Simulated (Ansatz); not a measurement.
An Ansatz (a program for electronic structure) input (PBEsol (Ansatz), without spin-orbit coupling, earlier PAW set):

Ansatz 0.2 input:
```yaml
crystal:
  lattice:
    - [0, 3.2145901714, 3.2145901714]
    - [3.2145901714, 0, 3.2145901714]
    - [3.2145901714, 3.2145901714, 0]
  atoms:
    - { symbol: Te, position: [0.25, 0.25, 0.25] }
    - { symbol: Al, position: [0, 0, 0] }
basis: { ecutwfc: 420, ecutrho_ratio: 4, xc_grid: 2, fft_grid_basis: typed }
kpoints: { mp_grid: { grid: [13, 13, 13] } }
hamiltonian:
  xc: pbesol
  dispersion: none
  pseudopotentials: { azcp: { folder: ./paw }, kind: paw }
scf: { occupations: { method: fermi_dirac, width: 0.05 }, convergence: { dr2_threshold: 0.0000000002 } }
output: { forces: true, stress: true }
checkpoint: { write: state.ck, write_every: 1000 }
```

Task: Which symmetry and how many k-points will the program report, and about how many plane waves at Γ?

Result: Space group F-43m (ITA 216) with 24 operations, k-points 84 of 2197, and 1291 plane waves at Γ.

No phonon test of stability was made. The final runs are not spin-polarised. An odd electron count without spin: AlTe. The cell was made from CdTe by this change: Cd → Al; the result is a hypothetical phase, not in the database extracts checked.
